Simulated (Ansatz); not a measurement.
The structure below was relaxed with PBE, PAW, 420 eV (Ansatz, a first-principles code; without spin-orbit coupling), at pressure −1 GPa.

```xyz
2
Lattice="0.0000 3.4471 3.4471 3.4471 0.0000 3.4471 3.4471 3.4471 0.0000" Properties=species:S:1:pos:R:3 pbc="T T T"
Cl     0.0000     0.0000     0.0000
Rb     3.4471     3.4471     3.4471
```

**Question.** Find the space group and the Wyckoff positions.

**Answer.** Space group Fm-3m (No. 225); a = 6.894 Å, b = 6.894 Å, c = 6.894 Å, α = 90.00°, β = 90.00°, γ = 90.00°

```tsv
atom	site	symmetry	x	y	z
Cl	4a	m-3m	0.0000	0.0000	0.0000
Rb	4b	m-3m	0.5000	0.5000	0.5000
```

Load acts through the strain it causes; cell and atoms are relaxed under it. No phonon test of stability was made. The cell was made from RbCl in the rock salt structure (space group Fm-3m, No. 225) by this change: pressure −1 GPa.
